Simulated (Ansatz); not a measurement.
## Response to strain in InSb

Start from InSb in the zinc blende structure (space group F-43m, No. 216; a = 6.5198 Å). Axes: x, y, z lie along the cube axes.

Strains are applied to the cell and any free atomic positions relax; under biaxial strain the out-of-plane vector relaxes too.

All numbers come from PBEsol/PAW in Ansatz (a first-principles code), scalar-relativistic without spin-orbit coupling, earlier PAW set.

Notes on the quantities. energy relative to the base: free energy F; pressure: mean of the normal stresses, compression positive.

```tsv
case	energy relative to the base	pressure	volume per atom	space group
base	0 meV/atom	0.0 GPa	34.64 Å³	F-43m (No. 216)
biaxial strain −2.39 %, plane normal [001], relaxed out of plane	+7.5 meV/atom	1.0 GPa	33.86 Å³	I-4m2 (No. 119)
biaxial strain −1.32 %, plane normal [110], relaxed out of plane	+3.1 meV/atom	0.7 GPa	34.07 Å³	Imm2 (No. 44)
biaxial strain −0.89 %, plane normal [111], relaxed out of plane	___	___	___	R3m (No. 160)
isotropic strain −0.34 %	+0.5 meV/atom	0.4 GPa	34.29 Å³	F-43m (No. 216)
uniaxial strain ε_yy = +1.61 %	+1.7 meV/atom	-0.7 GPa	35.20 Å³	I-4m2 (No. 119)
uniaxial strain ε_yy = +1.68 %	+1.9 meV/atom	-0.7 GPa	35.22 Å³	I-4m2 (No. 119)
tensor shear ε_xy = +0.44 %	+0.2 meV/atom	0.0 GPa	34.64 Å³	Imm2 (No. 44)
```

Question: Some entries are withheld; estimate them.

Answer: 
- biaxial strain −0.89 %, plane normal [111], relaxed out of plane, energy relative to the base: +1.5 meV/atom
- biaxial strain −0.89 %, plane normal [111], relaxed out of plane, pressure: 0.5 GPa
- biaxial strain −0.89 %, plane normal [111], relaxed out of plane, volume per atom: 34.21 Å³

No phonon test of stability was made. All final runs are without spin polarisation.
